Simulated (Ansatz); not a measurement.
Start from PbI₂ in the 2H-MoS2 type structure (space group P6_3/mmc, No. 194; a hypothetical phase, not in the database extracts checked).

```xyz
6
Lattice="4.3977 0.0000 0.0000 -2.1988 3.8085 0.0000 0.0000 0.0000 14.8453" Properties=species:S:1:pos:R:3 pbc="T T T"
Pb     0.0000     2.5390    11.1340
Pb     2.1988     1.2695     3.7113
I      0.0000     2.5390     1.6644
I      2.1988     1.2695     9.0871
I      2.1988     1.2695    13.1809
I      0.0000     2.5390     5.7582
```

Level of theory: PBE-D3(BJ)/PAW in Ansatz (a first-principles code), no SOC, earlier PAW set.

One change was made to it. Results:

```
quantity         base       after
---------  ----------  ----------
c/a ratio       3.376       3.361
density    6.16 g/cm³  6.43 g/cm³
```

Problem. Which change produced these results?
A. pressure 0.7 GPa
B. pressure 1.5 GPa
C. pressure 0.3 GPa
D. pressure 5 GPa
E. pressure 7.5 GPa

Solution. A, pressure 0.7 GPa. For comparison, the density in the other runs: pressure 7.5 GPa gives 7.99 g/cm³; pressure 1.5 GPa gives 6.69 g/cm³; pressure 0.3 GPa gives 6.29 g/cm³; pressure 5 GPa gives 7.51 g/cm³.

The mesh was chosen for an insulator and is coarse for the gapless case. Load acts through the strain it causes; cell and atoms are relaxed under it. No phonon test of stability was made. Competing high-pressure phases were not computed. All final runs are without spin polarisation.
